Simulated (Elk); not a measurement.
## Worked example: self-consistent single point of ScAl (Cmcm, 4 atoms in the cell) in Elk

Method of the run: PBEsol, all-electron FP-LAPW, Elk's shipped species files, default APW+lo basis run with Elk.

Input as run:

```
tasks
  0

xctype
  22

rgkmax
  7.0

stype
  3

swidth
  0.00367493

scale
  10.76188772

avec
    0.3809823840   -0.9245822966    0.0000000000
    0.3809823840    0.9245822966    0.0000000000
    0.0000000000    0.0000000000    0.6641374968

atoms
  2   : nspecies
  'Sc.in'   : spfname
  2   : natoms; atposl, bfcmt below
  0.8646800000  0.1353200000  0.2500000000    0.0 0.0 0.0
  0.1353200000  0.8646800000  0.7500000000    0.0 0.0 0.0
  'Al.in'   : spfname
  2   : natoms; atposl, bfcmt below
  0.5845000000  0.4155000000  0.2500000000    0.0 0.0 0.0
  0.4155000000  0.5845000000  0.7500000000    0.0 0.0 0.0

ngridk
  6 6 6
```

The program printed (abridged):

```
│ Elk code version 10.2.4 │

All units are atomic (Hartree, Bohr, etc.)

│ Ground-state run starting from atomic densities │

Lattice vectors :
   4.100089640      -9.950250864       0.000000000
   4.100089640       9.950250864       0.000000000
   0.000000000       0.000000000       7.147373171

Unit cell volume      :    583.1816298
Brillouin zone volume :   0.4253395525

Muffin-tin inner radius fraction :   0.1000000000E-01

Nuclei treated as point charges

Species :    1 (Sc)
 parameters loaded from : Sc.in
 name : scandium
 nuclear charge    :   -21.00000000
 electronic charge :    21.00000000
 atomic mass :    81949.61066
 muffin-tin radius :    2.400000000
 number of radial points in muffin-tin :    497
 atomic positions (lattice), magnetic fields (Cartesian) :
   1 :   0.36468000  0.13532000  0.25000000    0.00000000  0.00000000  0.00000000
   2 :  -0.36468000 -0.13532000 -0.25000000    0.00000000  0.00000000  0.00000000

Species :    2 (Al)
 parameters loaded from : Al.in
 name : aluminium
 nuclear charge    :   -13.00000000
 electronic charge :    13.00000000
 atomic mass :    49184.33492
 muffin-tin radius :    2.200000000
 number of radial points in muffin-tin :    397
 atomic positions (lattice), magnetic fields (Cartesian) :
   1 :   0.08450000  0.41550000  0.25000000    0.00000000  0.00000000  0.00000000
   2 :  -0.08450000 -0.41550000 -0.25000000    0.00000000  0.00000000  0.00000000

Total number of atoms per unit cell :    4

Spin treatment :
 spin-unpolarised

Number of Bravais lattice symmetries :    8
Number of crystal symmetries         :    8
Crystal has inversion symmetry
Real symmetric eigensolver will be used

k-point grid :      6     6     6
k-point offset :    0.000000000       0.000000000       0.000000000
k-point set is reduced with full crystal symmetry group
Total number of k-points :       52

Muffin-tin radius times maximum |G+k| :    7.000000000
 using average radius
Maximum |G+k| for APW functions       :    3.043478261
Maximum (1/2)|G+k|²                   :    4.631379962
Maximum |G| for potential and density :    12.00000000
 potential will be trimmed for |G| > 2 gkmax
Constant for pseudocharge density :    7
Radial integration step length :    4

G-vector grid sizes :     42    42    28
Number of G-vectors :    17067

Maximum angular momentum used for
 APW functions                      :    8
 outer part of muffin-tin           :    6
 inner part of muffin-tin           :    1

Total nuclear charge    :   -68.00000000
Total core charge       :    28.00000000
Total valence charge    :    40.00000000
Total excess charge     :    0.000000000
Total electronic charge :    68.00000000

Effective Wigner radius, rₛ :    1.269800336

Number of empty states         :   16
Total number of valence states :   36
Total number of core states    :   28

Total number of local-orbitals :   40

Exchange-correlation functional :     22     0     0
 PBEsol, Phys. Rev. Lett. 100, 136406 (2008)
 gradient requirement :    1
 generalised gradient approximation (GGA)

Smearing type :    3
 Fermi-Dirac
Smearing width :   0.3674930000E-02
Effective electronic temperature (K) :    1160.451112

Mixing type :    3
 Broyden mixing, J. Phys. A: Math. Gen. 17, L317 (1984)

Kohn-Sham potential initialised from atomic data

│ Self-consistent loop started │
│ Loop number : 1 │
 total energy                :     -2010.52661665
│ Loop number : 2 │
 total energy                :     -2010.59841533
RMS change in Kohn-Sham potential (target) :   0.5712887547     (  0.1000000000E-05)
Absolute change in total energy (target)   :   0.7179868348E-01 (  0.1000000000E-03)
│ Loop number : 3 │
 total energy                :     -2010.57134988
RMS change in Kohn-Sham potential (target) :   0.5261621103     (  0.1000000000E-05)
Absolute change in total energy (target)   :   0.9115779443E-02 (  0.1000000000E-03)
│ Loop number : 4 │
 total energy                :     -2011.40022938
RMS change in Kohn-Sham potential (target) :   0.2123628054     (  0.1000000000E-05)
Absolute change in total energy (target)   :   0.8266005534     (  0.1000000000E-03)
│ Loop number : 5 │
 total energy                :     -2011.52933357
RMS change in Kohn-Sham potential (target) :   0.6631451464E-01 (  0.1000000000E-05)
Absolute change in total energy (target)   :   0.3357543242     (  0.1000000000E-03)
│ Loop number : 6 │
 total energy                :     -2011.50618265
RMS change in Kohn-Sham potential (target) :   0.1632146847E-01 (  0.1000000000E-05)
Absolute change in total energy (target)   :   0.6078766125E-01 (  0.1000000000E-03)
│ Loop number : 7 │
 total energy                :     -2011.49898030
RMS change in Kohn-Sham potential (target) :   0.1072465099E-02 (  0.1000000000E-05)
Absolute change in total energy (target)   :   0.7994570544E-02 (  0.1000000000E-03)
│ Loop number : 8 │
 total energy                :     -2011.48964057
RMS change in Kohn-Sham potential (target) :   0.5873209150E-03 (  0.1000000000E-05)
Absolute change in total energy (target)   :   0.7341091334E-02 (  0.1000000000E-03)
│ Loop number : 9 │
 total energy                :     -2011.49427731
RMS change in Kohn-Sham potential (target) :   0.7944158566E-04 (  0.1000000000E-05)
Absolute change in total energy (target)   :   0.2801466107E-02 (  0.1000000000E-03)
│ Loop number : 10 │
 total energy                :     -2011.49460946
RMS change in Kohn-Sham potential (target) :   0.2773776129E-04 (  0.1000000000E-05)
Absolute change in total energy (target)   :   0.1032522238E-02 (  0.1000000000E-03)
│ Loop number : 11 │
 total energy                :     -2011.49524080
RMS change in Kohn-Sham potential (target) :   0.8585993487E-05 (  0.1000000000E-05)
Absolute change in total energy (target)   :   0.8894645821E-03 (  0.1000000000E-03)
│ Loop number : 12 │
 total energy                :     -2011.49513677
RMS change in Kohn-Sham potential (target) :   0.5762897716E-05 (  0.1000000000E-05)
Absolute change in total energy (target)   :   0.1183421537E-03 (  0.1000000000E-03)
│ Loop number : 13 │
 total energy                :     -2011.49499160
RMS change in Kohn-Sham potential (target) :   0.8001285230E-06 (  0.1000000000E-05)
Absolute change in total energy (target)   :   0.1155914902E-03 (  0.1000000000E-03)
│ Loop number : 14 │
 total energy                :     -2011.49497759
RMS change in Kohn-Sham potential (target) :   0.4245685924E-06 (  0.1000000000E-05)
Absolute change in total energy (target)   :   0.4290759284E-04 (  0.1000000000E-03)
Convergence targets achieved

│ Loop number : 15 │

Energies :
 Fermi                       :     0.194189438611
 sum of eigenvalues          :     -1153.41264191
 electron kinetic            :      2024.75523630
 core electron kinetic       :      1788.43270711
 Coulomb                     :     -3923.59787731
 Coulomb potential           :     -3031.08855187
 nuclear-nuclear             :     -274.734812528
 electron-nuclear            :     -4266.63757770
 Hartree                     :      617.774512912
 Madelung                    :     -2408.05360138
 xc potential                :     -147.079326333
 exchange                    :     -109.490451221
 correlation                 :     -3.15739798819
 electron entropic           :    -0.448463157636E-02
 total energy                :     -2011.49497486

Density of states at Fermi energy :    103.9319721
 (states/Hartree/unit cell)

Estimated indirect band gap :   0.8142728998E-03
 from k-point     39 to k-point     21
Estimated direct band gap   :   0.6283366774E-02
 at k-point     38

Charges :
 core                        :    28.00000000
 valence                     :    40.00000000
 interstitial                :    7.365211469
 muffin-tins (core leakage)
  species :    1 (Sc)
   atom    1                 :    19.05215467     (  0.3339444277E-08)
   atom    2                 :    19.05215467     (  0.3339444277E-08)
  species :    2 (Al)
   atom    1                 :    11.26523960     (  0.4838981387E-03)
   atom    2                 :    11.26523960     (  0.4838981387E-03)
 total in muffin-tins        :    60.63478853
 total calculated charge     :    67.99280544
 total charge                :    68.00000000
 error                       :   0.7194557274E-02

│ Self-consistent loop stopped │
```

The run converged in 15 iterations. The count includes the last loop, which Elk runs after its targets are met.

The starting cell comes from a database of computed structures (which also holds hypothetical and non-ambient phases and stackings), without a prior relaxation at this level. Its lattice was rescaled by a random factor within 2.5 % of one. Values depend on the basis (sphere radii, cutoffs, local orbitals), which need not be converged. The log's line on a gap gives a spacing of levels on this mesh, which the program prints for metals too.

Cost on one core of a shared machine: roughly 50 s.
